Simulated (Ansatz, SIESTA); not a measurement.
# Code comparison for VFe₃ (P1, 4 atoms in the cell)

Self-consistent single point, at a second geometry (atoms moved at random). First geometry:

```
VFe3
1.0
   -2.04367     2.04367     2.89713
    2.04367    -2.04367     2.89713
    2.04367     2.04367    -2.89713
V Fe
1 3
Direct
  0.50000   0.50000   0.00000
  0.75000   0.25000   0.50000
  0.25000   0.75000   0.50000
  0.00000   0.00000   0.00000
```
Moments meant for the start (each program seeds them in its own way; μB, in the order of the atoms V Fe Fe Fe): 2.0 4.0 4.0 4.0.

Second geometry:
```
VFe3
1.0
   -2.04367     2.04367     2.89713
    2.04367    -2.04367     2.89713
    2.04367     2.04367    -2.89713
V Fe
1 3
Cartesian
 -0.05175  -0.01268   2.88740
  0.03990   2.06621   1.41348
  2.05621   0.00663   1.43909
 -0.00068  -0.01649   0.05429
```
Moments meant for the start (each program seeds them in its own way; μB, in the order of the atoms V Fe Fe Fe): 2.0 4.0 4.0 4.0.

Shared settings, as Ansatz (a quantum-chemistry and plane-wave program) writes them: kpoints.mp_grid.grid = 6 6 6; scf.occupations.method = gaussian; scf.occupations.width = 0.02 Ry. Potentials and cutoffs stand in the table.

```csv
code,model,ΔF from the first geometry (meV/atom),pressure (GPa),largest force (eV/Å),size of the net moment (μB/atom),cutoff
Ansatz,"PBEsol, PAW files made with PBE",13.2,-14.67,0.658,1.26,30.9 Ry
SIESTA,"GGA PBEsol, numerical atomic orbitals TZP, PseudoDojo PBEsol standard norm-conserving potentials (rewritten from UPF to PSML)",14.2,-15.15,0.703,1.27,grid 300 Ry
```

Size of the force on each atom (eV/Å): Sizes of forces hide their directions.

```
code       V1    Fe2    Fe3    Fe4
------  -----  -----  -----  -----
Ansatz  0.550  0.604  0.202  0.658
SIESTA  0.608  0.681  0.236  0.703
```

On Ansatz's run: the magnetic order is the one reached from the typed start; others were not searched systematically. The program warned that a starting moment was not kept.

The spread over the programs that give each value: ΔF from the first geometry within 1.0 meV/atom; pressure within 0.48 GPa; largest force within 0.045 eV/Å; size of the net moment within 0.01 μB/atom.

SIESTA uses small atom-centred bases, whose incompleteness enters pressures, forces and empty levels differently from a plane-wave cutoff. Ansatz's pressure is given at a fixed set of plane waves, as the other plane-wave codes print theirs; with its correction for the finite basis it is -14.49 GPa.

The starting cell comes from a database of computed structures (which also holds hypothetical and non-ambient phases and stackings), without a prior relaxation at this level. For this run, on top of that: atoms moved at random.

Keys are those of Ansatz 0.2.
